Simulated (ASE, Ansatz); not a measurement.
One thermal frame of composition Li3Al, cell Li48Al16, brought to this temperature after a much hotter stage, at a temperature that wasn't checked against the liquidus, so perhaps supercooled [in the CHGNet run: it was liquid; mean temperature 706 K (target 720 K); density 0.96 g/cm³, volume +9 % from the start cell's], 720 K, computed in Ansatz (plane waves, PAW) at several levels on the same positions and k-sampling (one point, (1/4, 1/4, 1/4)); no spin polarisation or spin-orbit coupling.

The frame comes from MD with CHGNet (ASE). The base level is PBE (cutoff 420 eV), whose static pressure on this k-sampling is -0.3 GPa. On the run's last frame a denser k-mesh moved the forces by 0.047 eV/Å rms, the static pressure by -0.03 GPa and the free energy by -3 meV/atom, which is about how far such values are converged. That check is the base level's. Differences between levels on one k-sampling err less than the absolute values. Cutoffs of the other levels: 500 eV for r2SCAN, the files' default (420 eV for most) otherwise. Volume per atom 20.72 Å³.

```json
[
 {"level": "PBE", "static pressure less the base's (GPa)": "0", "rms force change from the base (eV/Å)": "0", "cost": "(base)"},
 {"level": "r2SCAN", "static pressure less the base's (GPa)": "+0.1", "rms force change from the base (eV/Å)": "0.03", "cost": "very roughly 70 core-seconds"}
]
```

Ansatz is a program for electronic structure.
